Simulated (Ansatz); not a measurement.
Consider Lu (space group R-3m, No. 166; a = 3.409 Å, c = 24.370 Å (hexagonal axes); a cell from a computed database, its experimental status unchecked).

Levels (all Ansatz, an electronic-structure program, PAW): PBEsol (420 eV, scalar-relativistic without spin-orbit coupling); PBEsol+SOC (420 eV, with spin-orbit coupling).

The geometry is relaxed with PBEsol.

- PBEsol pressure = 0.0 GPa

What does PBEsol+SOC give at this geometry for the pressure?

The pressure goes from zero to -0.4 GPa.

Single points use the geometry relaxed with PBEsol. The spin-orbit shifts are approximate. No phonon test of stability was made. The runs without spin-orbit coupling are not spin-polarised. This is not the structure that Lu has at room temperature and ambient pressure.
